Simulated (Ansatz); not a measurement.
Checking a run of Ansatz (a quantum-chemistry and plane-wave program) on LuSiRu (Pnma, 12 atoms in the cell). The aim is a self-consistent single point with DFT, PBEsol, plane waves, default PAW files made with PBE.

Cell that was meant: a = 6.8384 Å, b = 4.2382 Å, c = 7.0347 Å, α = 90.00°, β = 90.00°, γ = 90.00°.

Part of the input:

Ansatz 0.2 input:
```yaml
    - { symbol: Ru, position: [0.65508000, 0.75000000, 0.06433000] }
kpoints:
  mp_grid:
    grid: [1, 1, 1]
hamiltonian:
  xc: pbesol
  pseudopotentials:
```

The program printed (abridged):

```
WARN basis.ecutwfc = 420 eV, the default
WARN ansatz: RAYON_NUM_THREADS=1 ignored (pool sized by the plan → 1); use --threads N
   [... lines left out ...]
PAW frozen core: Ru, regenerated for the run's functional, and the local potential with it
Initial density: superposition of atomic densities (neutral atoms: chi_scale 0, normalization atom), corrected by the library's trained network
Initial wavefunctions: pseudopotential atomic-orbital guess
Eigensolver: davidson
Functional: x = pbesol(κ = 0.804, μ = 0.12345679012345678), c = pbesol(β = 0.046)
SCF iter   1: F=—  HF=-84209.746581 eV  |F-HF|=—  |Δ(HF+E_count)|=         —  Δρ=2.74e-2  dr2=1.09e0  ethr=1.77e-3  ⟨swp⟩=7.0  Hψ=477  notcnv=0
all-band conjugate gradients solve this SCF's bands
preconditioner: auto → Resta (q_TF=auto, 2.672 Å⁻¹)
SCF iter   2: F=—  HF=-84209.519966 eV  |F-HF|=—  |Δ(HF+E_count)|=   2.27e-1  S|Δr|=    0.00e0  Δρ=1.40e-2  dr2=3.43e-1  ethr=6.03e-4  ⟨swp⟩=2.0  Hψ=161  notcnv=0
   [... lines left out ...]
SCF iter   7: F=—  HF=-84209.406136 eV  |F-HF|=—  |Δ(HF+E_count)|=   4.64e-5  S|Δr|=    0.00e0  Δρ=3.78e-5  dr2=2.17e-6  ethr=2.97e-8  ⟨swp⟩=2.0  Hψ=196  notcnv=0  defer=1
SCF iter   8: F=—  HF=-84209.406134 eV  |F-HF|=—  |Δ(HF+E_count)|=   2.53e-6  S|Δr|=    0.00e0  Δρ=1.31e-5  dr2=4.08e-7  ethr=1.21e-9  ⟨swp⟩=3.0  Hψ=237  notcnv=0  defer=1
SCF iter   9: F=-84209.406134 eV  HF=-84209.406134 eV  |F-HF|=4.99e-8  |Δ(HF+E_count)|=   1.55e-8  S|Δr|=    0.00e0  Δρ=4.06e-6  dr2=2.34e-8  ethr=5.56e-11  ⟨swp⟩=15.0  Hψ=698  notcnv=0
SCF 1 converged in 9 iterations: F = -84209.406134 eV  dr2 = 2.34e-8
Stability not checked (fill_not_monotonic)
Free energy (F): -84209.406134 eV
Internal energy: -84209.348788 eV  (E = F + TS)
E sigma→0 (E₀):  -84209.391797 eV
Entropy (-TS):   -0.057346 eV (-4.779 meV/atom)
Fermi energy:    16.955029 eV
--- Forces (eV/Å), atoms counted from 1 ---
  atom   1  Lu     0.66808606     0.00000000    -0.33609816
  atom   2  Lu    -0.66808606     0.00000000     0.33609816
  atom   3  Lu    -0.66808606     0.00000000    -0.33609816
   [... lines left out ...]
  atom  12  Ru     1.25034709     0.00000000     0.63194178
--- Stress (GPa, compression-positive) ---
       -5.915986       0.000000       0.000000
        0.000000      -8.983233       0.000000
        0.000000       0.000000      -6.617091
  P = ⅓ Tr σ = -7.1721 GPa (-71.721 kbar)
  The stress holds the Pulay correction. Without it, at fixed plane waves, as pw.x and ABINIT print it: P = -7.2307 GPa
```

Task: Is this run sound? If not, what is wrong?

Result: The run is not sound. The fault is a single k-point for a small metallic cell. One k-point cannot sample the Fermi surface of a small cell. To fix it, use a converged k-point mesh. The run converged in 9 iterations without an error; against the sound input the free energy falls by 88.0 meV/atom, the pressure goes from -2.47 to -7.17 GPa and the largest force goes from 0.095 to 1.401 eV/Å.

The sound input it was made from differs as follows (other fixes are possible):
```diff
-    grid: [1, 1, 1]
+    grid: [4, 7, 4]
```

With that input, the run converged in 9 iterations: free energy E − TS (on the zero of these files) -84208.3497 eV; Fermi level (on the code's own zero) 16.64 eV; pressure -2.47 GPa; largest force (vector length) 0.095 eV/Å (DFT, PBEsol, plane waves, default PAW files made with PBE).

On the sound input: the starting cell comes from a database of computed structures (which also holds hypothetical and non-ambient phases and stackings), without a prior relaxation at this level. Spin polarisation is off. Ansatz's pressure includes its estimate of the finite-basis (Pulay) stress.
